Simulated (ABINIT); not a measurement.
# Pressure against volume in rock-salt TiC (space group 225) (ABINIT, PBE)

```
CELL_PARAMETERS angstrom
      0.00000     2.12650     2.12650
      2.12650     0.00000     2.12650
      2.12650     2.12650     0.00000
ATOMIC_POSITIONS crystal
  Ti 0.00000 0.00000 0.00000
  C  0.50000 0.50000 0.50000
```

Computed with PBE, norm-conserving pseudopotentials (PseudoDojo nc-sr-05 PBE standard) (plane waves; ABINIT). Settings: pseudos = [Ti.upf, C.upf]; ecut = 55 Ha; occopt = 3; tsmear = 0.00183747 Ha; ngkpt = 23 23 23; nshiftk = 1; shiftk = 0 0 0; potentials = PseudoDojo nc-sr-05 PBE standard; nband = 13; kptopt = 1; nstep = 60; toldfe = 1e-09 Ha. The cell above is the first row's. The rows scale it uniformly. In all rows fractional positions and the k mesh are held.

| V (Å^3/atom) | P (GPa) |
|---|---|
| 9.616 | 15.75 |
| 9.825 | 9.31 |
| 10.034 | 3.50 |
| 10.243 | -1.74 |
| 10.452 | -6.47 |
| 10.661 | -10.73 |
| 10.870 | -14.57 |
| 11.079 | -18.03 |
| 11.288 | ? |

Taking a cubic for P over the 8 complete rows: With u = V - 10.3, the rows have u = -0.6840, -0.4750, -0.2660, -0.0570, 0.1520, 0.3610, 0.5700, 0.7790. Least squares gives P = -3.083 - 23.1503·u + 5.7864·u² - 0.9017·u³. Residuals (row less fit): 0.002, -0.006, -0.001, 0.004, 0.001, -0.001, -0.004, 0.002; standard error 0.005 (degrees of freedom: 4). The fitted pressure is zero at V0 = 10.17, where dP/dV = -24.69, so B0 = -V0·dP/dV = 251 GPa.

Predict the withheld P at V = 11.288 from the fit, and compare with the calculation.

u = 0.9880, so P = -3.083 - 23.1503 × 0.9880 + 5.7864 × 0.9880² - 0.9017 × 0.9880³ = -21.177 GPa. The calculation gives -21.15 GPa, 0.027 GPa above the prediction (0.1 % of the range of P in the table). The row lies outside the fitted rows, so this is an extrapolation. From the scatter of the fitted rows alone, a prediction at this place has a standard error of 0.012 GPa, so the miss is 2.2 times that.

Carrying the step between the two nearest rows on in a straight line would have given -21.49, off by 0.34; series whose last step already gives the withheld value aren't shown. The scan was laid around a cell of about the measured size, scaled by a guess for this functional. The runs keep the symmetry of the cell, so they don't test it for distortions. Spin polarisation is off. Cutoffs and mesh are single choices, not tested for convergence of this quantity. Series with a scatter that would blur these digits, or in which a gap closes, are not shown.
